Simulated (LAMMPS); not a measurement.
Quenches at 1e+12 K/s across the composition of Au (fcc) with a share x of Au sites Ni; each row starts from its own melt temperature.

Model: classical MD, pair style eam, the elements' _u3.eam files (universal-3 set of Foiles, Baskes and Daw); code LAMMPS.

```
x                     density  state
----  -----------------------  -----
0.25  16.9 g/cm³ (one sample)  glass
0.5   14.6 g/cm³ (one sample)  glass
0.75  11.9 g/cm³ (one sample)  glass
```
